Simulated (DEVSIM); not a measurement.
System: Schottky contact on p-type In0.53Ga0.47As, at 250 K.

Layer 1 from the left is In0.53Ga0.47As, thickness (μm) 3.90, Na (cm⁻³) 1.6e16, τn (s) 2.2e-8, τp (s) 2.2e-8. Layer 2 from the left is In0.53Ga0.47As, thickness (μm) 16.0, Na (cm⁻³) 5.7e17, τn (s) 2.2e-8, τp (s) 2.2e-8.

Left contact: Schottky, work function 4.75 eV, emission velocity 4.5e6 cm/s. Right contact: ohmic. Voltage is applied to the left contact. Recombination: SRH at mid-gap. Mobility is μmin + (μ − μmin)/(1 + (N/Nref)^α).

This is a model device: material constants are rounded textbook-type values typed into the input, and sizes, dopings and lifetimes were drawn at random. Values at 300 K; Nc and Nv go as T^1.5, mobilities as T to minus their exponent, the gap by Varshni's rule with the affinity fixed.

In0.53Ga0.47As: gap (eV) 0.74, affinity (eV) 4.51, permittivity 13.9, Nc (cm⁻³) 2.1e17, Nv (cm⁻³) 7.7e18, μn (cm²/Vs) 12000, μp (cm²/Vs) 300, μn,min 300, μp,min 10, Nref,n 1.3e17, Nref,p 4.9e17, αn 0.48, αp 0.4, T exponent of μn 1.6, T exponent of μp 1.6, Varshni α (eV/K) 0.00035, Varshni β (K) 190.

DEVSIM, 1D drift-diffusion, Boltzmann statistics, complete ionisation; no tunnelling, impact ionisation, image-force lowering or self-heating. Metal contacts follow the ideal Schottky-Mott rule: no Fermi-level pinning, no interface dipoles.

Dark forward current:

| |V| (V) | |J| (A/cm²) |
|---|---|
| 0.05 | 0.001174 |
| 0.10 | 0.01276 |
| 0.15 | 0.1259 |
| 0.20 | 1.185 |
| 0.25 | 9.132 |
| 0.30 | 39.36 |
| 0.35 | 93.44 |
| 0.40 | 160.7 |
| 0.45 | 234.9 |
| 0.50 | 313.1 |
| 0.55 | 393.8 |
| 0.60 | 476.2 |
| 0.65 | 559.9 |
| 0.70 | 644.4 |
| 0.75 | 729.7 |
| 0.80 | 815.5 |
| 0.85 | 901.8 |
| 0.90 | 988.5 |
| 0.95 | 1075 |
| 1.00 | 1163 |
| 1.05 | 1250 |
| 1.10 | 1338 |
| 1.15 | 1426 |
| 1.20 | 1514 |
| 1.25 | 1602 |
| 1.30 | 1690 |

Problem. Work out the local ideality factor n = ΔV / (kT/q · ln(J2/J1)) between the rows 0.10 and 0.15 V, 1.25 and 1.30 V.

Solution. kT/q = 21.54 mV. From 0.10 to 0.15 V: ln(0.1259/0.01276) = 2.289, n = 1.01, near the 1 of diffusion or emission over a barrier. From 1.25 to 1.30 V: ln(1690/1602) = 0.053, n = 43.41; the layers' resistance at their doping, Σ W/(qμN) = 0.00056 Ω cm², would take 49 mV of this step of 50 mV.

Problem. Estimate the current at 0.15 V for emission alone, J0 = q v N_band exp(−φB/kT), and read the barrier back from the simulated current.

Solution. φB = 0.515 eV, N_band = 5.86e18 cm⁻³, J0 = 0.000178 A/cm²; J = J0 (exp(qV/kT) − 1) = 0.188 A/cm². The simulation gives 0.126 A/cm²; the estimate lies 50 % above. Read backwards, the simulated current gives an apparent barrier of 0.523 eV. The estimate leaves out transport through the depletion region and minority injection.
